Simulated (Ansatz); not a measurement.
The reference is CsSnBr₃ in the cubic perovskite structure (space group Pm-3m, No. 221; a = 5.764 Å). Axes: x, y, z lie along the cube axes.

Calculations: Ansatz (a first-principles code) PBEsol, spin-orbit coupling left out, earlier PAW set.

Before the change:

```
Item                            Result
-----------------------------  -------
Band gap                       0.22 eV
Shortest interatomic distance  2.882 Å
```

Modification: a pure shear with ε_yz = ε_zy = 0.0389; the atoms relax in the strained cell.

### Question
How does this affect the energy relative to the base, band gap, stress and shortest interatomic distance?

### Answer
The energy grows by 3.6 meV/atom; the band gap decreases by 0.11 eV (0.22 eV → 0.11 eV); the stress (xx, yy, zz, yz, xz, xy; compression positive) comes out as (0.00, 0.02, 0.02, -0.40, 0.00, 0.00) GPa; the shortest interatomic distance is still 2.882 Å.

Stability against distortions was not tested. Many cubic perovskites are stable only at high temperature; tilts and polar distortions were not tested. A zero or small gap of CsSnBr3 can be the functional's error rather than a property of the material.
